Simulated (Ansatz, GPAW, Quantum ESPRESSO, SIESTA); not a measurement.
**Code comparison for TlRh3 (P1, 8 atoms in the cell)**

Self-consistent single point, at a second geometry (atoms moved at random). First geometry:

```
CELL_PARAMETERS angstrom
      5.71197     0.00000     0.00000
     -2.85598     4.94671     0.00000
      0.00000     0.00000     4.57129
ATOMIC_POSITIONS crystal
  Tl 0.66667 0.33333 0.25000
  Tl 0.33333 0.66667 0.75000
  Rh 0.32094 0.16047 0.75000
  Rh 0.67906 0.83953 0.25000
  Rh 0.16047 0.32094 0.25000
  Rh 0.83953 0.67906 0.75000
  Rh 0.83953 0.16047 0.75000
  Rh 0.16047 0.83953 0.25000
```

Second geometry:
```xyz
8
Lattice="5.7120 0.0000 0.0000 -2.8560 4.9467 0.0000 0.0000 0.0000 4.5713" Properties=species:S:1:pos:R:3 pbc="T T T"
Tl     2.9139     1.6814     1.2351
Tl    -0.0309     3.3470     3.4225
Rh     1.4084     0.7855     3.4434
Rh     1.4881     4.1565     1.1533
Rh     0.0882     1.5815     1.1403
Rh     2.8421     3.3117     3.3839
Rh     4.2381     0.7782     3.3869
Rh    -1.5240     4.1451     1.1198
```

Shared settings, as Ansatz (an electronic-structure program) writes them: kpoints.mp_grid.grid = 5 5 5; scf.occupations.method = fermi_dirac; scf.occupations.width = 0.1 eV. Potentials and cutoffs stand in the table.

```
code                                                                                                                                      model  ΔF from the first geometry (meV/atom)  pressure (GPa)  largest force (eV/Å)       cutoff
----------------  -----------------------------------------------------------------------------------------------------------------------------  -------------------------------------  --------------  --------------------  -----------
GPAW                                                                                      PBEsol, GPAW PAW datasets PBEsol (made by gpaw-setup)                                   26.7           -7.27                 1.362       600 eV
Quantum ESPRESSO                                                                           PBEsol, GBRV 1.5 ultrasoft (PBESOL) pseudopotentials                                   26.7          -10.46                 1.354        40 Ry
SIESTA            GGA PBEsol, numerical atomic orbitals TZP, PseudoDojo PBEsol standard norm-conserving potentials (rewritten from UPF to PSML)                                   29.9           -9.98                 1.494  grid 300 Ry
Ansatz                                                                                                          PBEsol, PAW files made with PBE                                   26.8           -8.47                 1.356      default
```

Size of the force on each atom (eV/Å): Sizes of forces hide their directions.

```
code                Tl1    Tl2    Rh3    Rh4    Rh5    Rh6    Rh7    Rh8
----------------  -----  -----  -----  -----  -----  -----  -----  -----
GPAW              1.362  0.762  0.632  0.303  0.366  0.888  1.257  0.358
Quantum ESPRESSO  1.354  0.755  0.632  0.302  0.369  0.888  1.259  0.354
SIESTA            1.494  0.855  0.728  0.354  0.380  0.998  1.386  0.381
Ansatz            1.356  0.757  0.638  0.303  0.369  0.894  1.262  0.353
```

On Ansatz's run: spin-orbit coupling is off. Spin polarisation is off.

The spread over the programs that give each value: ΔF from the first geometry within 3.2 meV/atom; pressure within 3.19 GPa; largest force within 0.140 eV/Å.

SIESTA uses small atom-centred bases, whose incompleteness enters pressures, forces and empty levels differently from a plane-wave cutoff. Ansatz's pressure is given at a fixed set of plane waves, as the other plane-wave codes print theirs; with its correction for the finite basis it is -8.41 GPa. In the force vectors, SIESTA (by 0.138) lies more than 0.08 eV/Å from the median of the plane-wave programs.

The starting cell comes from a database of computed structures (which also holds hypothetical and non-ambient phases and stackings), without a prior relaxation at this level. For this run, on top of that: atoms moved at random.

Keys are those of Ansatz 0.2.
